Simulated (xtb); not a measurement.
xtb 6.7.1, GFN2-xTB: Sn(OMe)2(OtBu)2 (C[O][Sn]([O]C)([O]C(C)(C)C)[O]C(C)(C)C), 39 atoms. The geometry is a generated start, not checked to be a minimum at this level.

```
Property                                                                                                        Value
------------------------  -------------------------------------------------------------------------------------------
method                                                                                                       GFN2-xTB
--acc                                                                                                     1 (default)
--etemp (K)                                                                                             300 (default)
detailed input (--input)  none: ANC optimiser, Lindh (1995) Hessian, microcycle=20, maxdispl=1.0, hlow=0.01 (default)
basis functions                                                                                                    90
valence electrons                                                                                                  92
```

The structure is relaxed from this start with --opt LEVEL for the levels crude, sloppy, loose, lax, normal, tight, vtight, extreme, once each. Up to the end of the extreme run atoms move by at most 1.5 Å along an axis.

### Question
Which level is enough to come within 1 meV of the tightest end point?

### Answer
tight: 163 cycles against 185, ending 0.22 meV above.

```
level    cycles  energy above the extreme run (meV)  gradient norm (eV/Å)
-------  ------  ----------------------------------  --------------------
crude         1                                  52                  0.18
sloppy        1                                  52                  0.18
loose         1                                  52                  0.18
lax          23                                  32                 0.084
normal       30                                  31                 0.019
tight       163                                0.22                0.0081
vtight      185                          under 0.01                0.0023
extreme     185                                   —                0.0023
```
